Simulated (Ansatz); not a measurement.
A zone-centre phonon calculation of BaAlGeH (P3m1, 4 atoms in the cell) with Ansatz (an electronic-structure program).

Method of the run: LDA (PW92), default PAW files made with PBE (plane waves; Ansatz).

```xyz
4
Lattice="4.3604 0.0000 0.0000 -2.1802 3.7762 0.0000 0.0000 0.0000 5.2238" Properties=species:S:1:pos:R:3 pbc="T T T"
Ba     0.0000     2.5175     0.5173
Al     0.0000     0.0000     3.3503
Ge     2.1802     1.2587     2.8874
H      0.0000     0.0000     5.0822
```

Reference input (self-consistent single point, DFT, LDA (PW92), plane waves, default PAW files made with PBE): basis.ecutwfc = 420 eV; kpoints.mp_grid.grid = 7 7 5; hamiltonian.xc = lda; hamiltonian.pseudopotentials = {kind: paw} (the program's default PAW files); scf.occupations.method = fixed. This run's input differs from it in these lines:

```diff
@@ -22,6 +22,6 @@
     method: fixed
-output:
-  forces: true
-  eigenvalues: true
-  stress: true
+phonons:
+  method: dfpt
+  dielectric: true
+  rigid_motions: translations
```

Log, with long lists cut:

```
SCF iter   1: F=—  HF=-10526.140268 eV  |F-HF|=—  |Δ(HF+E_count)|=         —  Δρ=6.13e-3  dr2=2.38e-2  ethr=1.77e-3  ⟨swp⟩=4.5  Hψ=5932  notcnv=0  defer=126
all-band conjugate gradients solve this SCF's bands
preconditioner: auto → Resta (q_TF=auto, 2.263 Å⁻¹)
SCF iter   2: F=—  HF=-10526.132625 eV  |F-HF|=—  |Δ(HF+E_count)|=   7.64e-3  Δρ=2.94e-3  dr2=5.62e-3  ethr=8.49e-5  ⟨swp⟩=2.1  Hψ=2250  notcnv=0  defer=141
   [... lines left out ...]
SCF iter   6: F=—  HF=-10526.131007 eV  |F-HF|=—  |Δ(HF+E_count)|=   1.36e-6  Δρ=1.18e-5  dr2=1.55e-7  ethr=6.88e-9  ⟨swp⟩=2.0  Hψ=1656  notcnv=0  defer=2
SCF iter   7: F=—  HF=-10526.131007 eV  |F-HF|=—  |Δ(HF+E_count)|=   1.82e-8  Δρ=2.11e-6  dr2=3.83e-9  ethr=5.52e-10  ⟨swp⟩=2.1  Hψ=1688  notcnv=0  defer=2
SCF iter   8: F=—  HF=-10526.131007 eV  |F-HF|=—  |Δ(HF+E_count)|=  9.09e-11  Δρ=3.81e-7  dr2=1.71e-10  ethr=1.37e-11  ⟨swp⟩=2.1  Hψ=2206  notcnv=0  defer=2
SCF iter   9: F=-10526.131007 eV  HF=-10526.131007 eV  |F-HF|=3.64e-12  |Δ(HF+E_count)|=  7.28e-12  Δρ=7.96e-8  dr2=6.43e-12  ethr=1.00e-12  ⟨swp⟩=8.2  Hψ=8815  notcnv=0
SCF 1 converged in 9 iterations: F = -10526.131007 eV  dr2 = 6.43e-12
DFPT response loops at Γ: preconditioner auto → Resta (q_TF=auto, 2.263 Å⁻¹)  ε∞=8.5 (no band partly filled) …
── the response to a field inside a basis, on 14×14×10 k-points: an SCF that follows is theirs, and a resumed run solves both again ──
Crystal: 4 atoms, lattice volume = 86.014 Å³
Bands: 15, of which v1, the nominal top of the filled ones, is band 14 counted from 1 (13 counted from 0)
k-points: 525
Initial density: handed on by an earlier stage of this run
Initial wavefunctions: pseudopotential atomic-orbital guess (no wavefunctions were taken with the density)
Eigensolver: Dense (525 Hₖ)
   [... lines left out ...]
WARN: field response: ε∞ stands inside a basis, on 14×14×10 points …
Free energy (F): -10526.131007 eV
Fermi energy:    7.242132 eV
   [... lines left out ...]
        109.27      1             0.4166
   [... 6 lines left out ...]
  optical modes at Γ + LO–TO along q̂ = [0.0000, 0.0000, 1.0000]:
      ω (cm⁻¹)  modes    IR ((D/Å)²/amu)
        105.70      2             1.2901
        119.21      1             2.2821
        205.77      1             0.0316
        304.00      2            14.6974
        801.18      2            92.6702
       1317.76      1            61.6145
```

The run converged in 13 iterations. 

Summary of the result:
* **Free energy E − TS (on the zero of these files)**: -10526.1310 eV
* **Top of the valence band (on the code's own zero)**: 7.24 eV
* **Gap on the k-point mesh**: 0.83 eV
* **Zone-centre frequencies (cm⁻¹; negative means imaginary)**: 0, 0, 0, 97, 106, 106, 206, 304, 304, 801, 801, 1272
* **ε∞ at this k-point mesh, which may be far from converged in small-gap cells (xx, yy, zz)**: 16.8, 16.8, 12.8
* **Born charges at this mesh (mean of the diagonal, e)**: Ba 2.09, Al 2.00, Ge -2.60, H -1.49

The starting cell comes from a database of computed structures (which also holds hypothetical and non-ambient phases and stackings), without a prior relaxation at this level. Its lattice was rescaled by up to half a per cent. The frequencies listed for the zone centre hold no LO-TO term.

Cost on one core of a shared machine: roughly 5 min.

Keys are those of Ansatz 0.2.
